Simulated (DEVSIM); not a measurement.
Simulated with DEVSIM: 1D drift-diffusion, Boltzmann statistics, complete ionisation; no tunnelling, impact ionisation, image-force lowering or self-heating. Metal contacts follow the ideal Schottky-Mott rule: no Fermi-level pinning, no interface dipoles.

Device: Schottky contact on n-type Si, at 250 K.

```tsv
layer (left to right)	material	thickness (μm)	Nd (cm⁻³)	τn (s)	τp (s)
1	Si	0.730	1.4e17	1.7e-5	1.7e-5
2	Si	26.0	1.5e18	1.7e-5	1.7e-5
```

Left contact: Schottky, work function 4.49 eV, emission velocity 5.6e6 cm/s. Right contact: ohmic. Voltage is applied to the left contact. Recombination: SRH at mid-gap, Auger. Mobility is constant in doping. Where it depends on doping, it is μmin + (μ − μmin)/(1 + (N/Nref)^α).

Constants are typed, rounded textbook-type inputs, not results; the design itself was drawn at random and stands for no fabricated device. Values at 300 K; Nc and Nv go as T^1.5, mobilities as T to minus their exponent, the gap by Varshni's rule with the affinity fixed. The table also holds parameters that only a changed run uses.

```csv
parameter,Si
gap (eV),1.124
affinity (eV),4.05
permittivity,11.7
Nc (cm⁻³),2.86e19
Nv (cm⁻³),3.1e19
μn (cm²/Vs),1417
μp (cm²/Vs),470
"μn,min",52
"μp,min",45
"Nref,n",9.7e16
"Nref,p",2.2e17
αn,0.68
αp,0.72
T exponent of μn,2.3
T exponent of μp,2.2
Cn (cm⁶/s),2.8e-31
Cp (cm⁶/s),9.9e-32
Varshni α (eV/K),0.000473
Varshni β (K),636
```

One input was changed, with this effect: dark forward voltage at 100 A/cm² 0.179 → 0.279 V; potential step across the device at zero bias 0.382 → 0.482 V; dark forward voltage at 1 A/cm² 0.080 → 0.179 V.

**Question.** Which change was it?
A) thickness of layer 1 0.73 → 1.2 μm
B) doping-dependent mobility in place of the constant one
C) Auger recombination switched off
D) minority lifetime in layer 2 1.7e-05 → 0.00017 s
E) metal work function 4.49 → 4.59 eV
F) thickness of layer 2 26 → 16 μm
G) minority lifetime in layer 1 1.7e-05 → 5.1e-07 s
H) doping Nd of layer 1 1.4e+17 → 4.2e+16 cm^-3

**Answer.** E, metal work function 4.49 → 4.59 eV
